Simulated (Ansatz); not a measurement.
# TiC under a change: biaxial strain +0.80 %, plane normal [111], relaxed out of plane

Base system: TiC in the rock salt structure (space group Fm-3m, No. 225; a = 4.293 Å; relaxed with 0.1 eV smearing). Axes: x, y, z lie along the cube axes.

Now apply this change: biaxial strain +0.80 %, plane normal [111], relaxed out of plane (Cartesian); in-plane vectors clamped, the third vector and the atoms free.

Calculations: PBEsol (Ansatz, a program for electronic structure), scalar-relativistic without spin-orbit coupling. Γ-centred 23×23×23 mesh, Fermi–Dirac width 0.1 eV.

The volume per atom goes up by 0.11 Å³, from 9.89 Å³ to 10.00 Å³ and the space group becomes R-3m (No. 166) (base: Fm-3m (No. 225)). The shortest interatomic distance increases by 0.008 Å (2.147 Å → 2.155 Å) and the energy increases by 2.2 meV/atom. The pressure (mean of the normal stresses, compression positive) goes from zero to -2.9 GPa and the band gap stays zero. The out-of-plane strain is -0.49 % and the mean in-plane stress (compression positive) is -4.3 GPa.

Cost of the whole job for the changed cell (relaxation, final SCF and bands): around 50 core-seconds (rough).

No phonon test of stability was made. The base started in Pnma and relaxed to Fm-3m at this level. The final runs are not spin-polarised.
